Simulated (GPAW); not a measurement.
Band structure of Ta (Im-3m, 1 atom in the cell).

```
Ta
1.0
   -1.65000     1.65000     1.65000
    1.65000    -1.65000     1.65000
    1.65000     1.65000    -1.65000
Ta
1
Direct
  0.00000   0.00000   0.00000
```

Level of theory: PBE, GPAW PAW datasets PBE (gpaw-data 1.0.1) (plane waves; GPAW 25.7.0).

Settings: mode = pw; ecut = 600 eV; xc = PBE; kpts = 14 14 14; mesh shift (steps) = 0 0 0; occupations.name = fermi-dirac; occupations.width = 0.05 eV; nbands = -7; convergence.density = 1e-05 e/electron; convergence.energy = 1e-05 eV/electron; symmetry.symmorphic = false; symmetry.tolerance = 0.0005; maxiter = 120; bandpath_npoints = 40.

The starting cell has typed, rounded lattice constants, without a prior relaxation at this level. Spin-orbit coupling is off. Spin polarisation is off.

Levels in eV from the Fermi level, bands 3 to 10:
| point | 3 | 4 | 5 | 6 | 7 | 8 | 9 | 10 |
|---|---|---|---|---|---|---|---|---|
| Γ | -33.09 | -33.09 | -7.87 | 0.74 | 0.74 | 0.74 | 3.99 | 3.99 |
| H | -33.91 | -33.91 | -3.80 | -3.80 | 6.83 | 6.83 | 6.83 | 8.65 |
| N | -33.47 | -33.10 | -4.35 | -1.53 | 1.59 | 3.89 | 4.90 | 7.79 |
| P | -33.69 | -33.69 | -1.22 | -1.22 | -1.22 | 5.07 | 5.07 | 7.18 |

Bands cross the Fermi level along this path, so the cell is metallic at this level.
